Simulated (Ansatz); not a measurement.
# A constructed model of the (110) surface of bcc Nb, a layer of In in place of the second plane (bottom of the slab: a bare face, its two planes held)

Method: PBE (plane waves to 420 eV, PAW; Ansatz, a program for electronic structure).

Slab: 6 atoms, 11.4 Å thick at the start; k 14x14x1, smearing 0.1 eV, dipole-corrected; 2 atoms held, the rest relaxed; start symmetry kept, larger cells not searched; no spin, no spin-orbit, no U. It is one candidate, not shown to be the stable structure of the face.

| Property | Value |
|---|---|
| work function of the top face | 5.00 eV |
| energy released by relaxation | 0.36 eV |
| cost | roughly 4 core-minutes |
